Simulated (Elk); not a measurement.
Worked example: self-consistent single point of Ir (Fm-3m, 1 atom in the cell) in Elk.

Computed with PBE, all-electron FP-LAPW, Elk's shipped species files, APW+lo basis with extra local orbitals (Elk).

The change in words: lattice scaled by 0.98; gmaxvr: 16 1/bohr → 11.5 1/bohr. Reference geometry:
```yaml
crystal:
  lattice:
    - [0.00000, 1.91040, 1.91040]
    - [1.91040, 0.00000, 1.91040]
    - [1.91040, 1.91040, 0.00000]
  atoms:
    - { symbol: Ir, position: [0.00000, 0.00000, 0.00000] }
```

Reference input (self-consistent single point, DFT, PBE, all-electron FP-LAPW, Elk's shipped species files, APW+lo basis with extra local orbitals): xctype = 20; rgkmax = 8; swidth = 0.00367493 Ha; ngridk = 9 9 9; gmaxvr = 16 1/bohr; nxlo = 2; lorbcnd = true; rmtscf = 0.86; lmaxi = 2; maxscl = 100. This run's input differs from it in these lines:

```diff
@@ -10,3 +10,3 @@
 gmaxvr
-  16.0
+  11.5
 
@@ -31,5 +31,5 @@
 avec
-    0.0000000000    3.6101327885    3.6101327885
-    3.6101327885    0.0000000000    3.6101327885
-    3.6101327885    3.6101327885    0.0000000000
+    0.0000000000    3.5379301327    3.5379301327
+    3.5379301327    0.0000000000    3.5379301327
+    3.5379301327    3.5379301327    0.0000000000
```

Output, abridged:

```
│ Self-consistent loop started │
│ Loop number : 1 │
 total energy                :     -17864.3589094
│ Loop number : 2 │
 total energy                :     -17864.5004614
RMS change in Kohn-Sham potential (target) :   0.1506485314     (  0.1000000000E-05)
Absolute change in total energy (target)   :   0.1415520429     (  0.1000000000E-03)
│ Loop number : 3 │
 total energy                :     -17864.4797862
RMS change in Kohn-Sham potential (target) :   0.1481853166     (  0.1000000000E-05)
Absolute change in total energy (target)   :   0.1471279030E-01 (  0.1000000000E-03)
│ Loop number : 4 │
   [... lines left out ...]
Absolute change in total energy (target)   :   0.1055843943E-02 (  0.1000000000E-03)
│ Loop number : 13 │
 total energy                :     -17858.2542066
RMS change in Kohn-Sham potential (target) :   0.4727851536E-06 (  0.1000000000E-05)
Absolute change in total energy (target)   :   0.2325514724E-03 (  0.1000000000E-03)
│ Loop number : 14 │
 total energy                :     -17858.2542262
RMS change in Kohn-Sham potential (target) :   0.7345759957E-07 (  0.1000000000E-05)
Absolute change in total energy (target)   :   0.3845274841E-04 (  0.1000000000E-03)
Convergence targets achieved

│ Loop number : 15 │

Energies :
 Fermi                       :     0.617298248219
 total energy                :     -17858.2542293

Density of states at Fermi energy :    12.18017966
 (states/Hartree/unit cell)

Estimated indirect band gap :   0.7427729282E-02
 from k-point      4 to k-point     33
Estimated direct band gap   :   0.3075875848E-01
 at k-point      8

Charges :
 core                        :    48.00000000
 valence                     :    29.00000000
 interstitial                :    1.647800275
 muffin-tins (core leakage)
  species :    1 (Ir)
   atom    1                 :    75.35219973     (  0.1813348300E-02)
 total in muffin-tins        :    75.35219973
 total calculated charge     :    76.99398101
 total charge                :    77.00000000
 error                       :   0.6018987489E-02

│ Self-consistent loop stopped │
```

The run converged in 15 iterations. The count includes the last loop, which Elk runs after its targets are met. Against the reference run the free energy rises by 141 meV/atom.

The starting cell has typed, rounded lattice constants, without a prior relaxation at this level. Its lattice was rescaled by up to half a per cent. For this run, on top of that: lattice scaled by 0.98. Spin-orbit coupling is off. Spin polarisation is off. Values depend on the basis (sphere radii, cutoffs, local orbitals), which need not be converged. The log's line on a gap gives a spacing of levels on this mesh, which the program prints for metals too.
